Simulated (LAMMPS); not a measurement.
An MD run on W (bcc), 250 atoms, at 2220 K and 5 GPa, heated as the crystal.

Method: MD with a machine-learned potential, pair style snap, file W_2940_2017_2.snap, run in LAMMPS.

Starting crystal:

Space group Im-3m (No. 229); a = 3.1600 Å, b = 3.1600 Å, c = 3.1600 Å, α = 90.00°, β = 90.00°, γ = 90.00°

```csv
atom,site,symmetry,x,y,z
W,2a,m-3m,0.0000,0.0000,0.0000
```

Task: Estimate the state found, the density, the enthalpy per atom for this model.

Result: state found: crystal; no diffusion seen in 9.0 ps; density: 18.543 ± 0.005 g/cm³; enthalpy per atom: -9.927 ± 0.003 eV/atom.

Caution: a run this short can hold a crystal over, or a liquid under, the potential's own melting point, which these runs don't give.
